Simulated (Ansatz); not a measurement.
The parent structure is TiB2 (space group P6/mmm, No. 191; a = 3.017 Å, c = 3.185 Å).

The values are results of PBEsol (Ansatz, an electronic-structure program; PAW; 420 eV plane waves; scalar-relativistic without spin-orbit coupling), not measurements.

Strains are applied to the cell and any free atomic positions relax.

One change was made to it. Results:

| quantity | base | after |
|---|---|---|
| energy relative to the base (free energy F) | 0 meV/atom | +24 meV/atom |
| pressure (mean of the normal stresses, compression positive) | 0.0 GPa | -14.2 GPa |
| band gap | zero | zero |

Task: Which change produced these results?
(A) isotropic strain +2.00 %
(B) isotropic strain −3.00 %
(C) isotropic strain +0.50 %

Result: A, isotropic strain +2.00 %. For comparison, the energy relative to the base in the other runs: isotropic strain −3.00 % gives +62 meV/atom; isotropic strain +0.50 % gives +1.6 meV/atom.

The mesh was chosen for an insulator and is coarse for the gapless case. Whether these cells are dynamically stable was not tested. The final runs are not spin-polarised.
